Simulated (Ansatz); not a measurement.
Take CdTe in the zinc blende structure (space group F-43m, No. 216; a = 6.558 Å) as the base. Axes: x, y, z lie along the cube axes.

Method: Kohn–Sham DFT with the r2SCAN functional, run in Ansatz (a quantum-chemistry and plane-wave program) with PAW and 500 eV plane waves, no spin-orbit coupling.

Before the change:

| Quantity | Result |
|---|---|
| Valley order | Γ 1.17 eV; L along ⟨111⟩ 2.20 eV |
| Electron mass | 0.090 mₑ (at Γ) |

Perturbation: tensile biaxial strain of 2.08 % in the plane normal to [111], as in epitaxy on a mismatched substrate; the out-of-plane cell vector and the atoms relax.

What does the calculation give for the valley order after the change?

The valley order (the lowest conduction-band minima on the path, energy above the VBM, named in the base's zone) goes from Γ 1.17 eV; L along ⟨111⟩ 2.20 eV to Γ 0.98 eV; L along [111] 1.82 eV; L along [1-1-1] 2.15 eV.

What happens to the energy relative to the base?

The energy goes up by 6.7 meV/atom.

How does this affect the electron mass?

The electron mass goes from 0.090 mₑ (at Γ) to 0.090 mₑ out of plane, 0.085 mₑ in plane (at Γ).

What happens to the out-of-plane strain?

The out-of-plane strain comes out as -1.65 %.

With Te present, leaving out spin-orbit coupling can change the band edges. The levels and masses belong to the bands next to the band gap. Effective masses come from finite differences of ±0.01 Å⁻¹. No phonon test of stability was made.
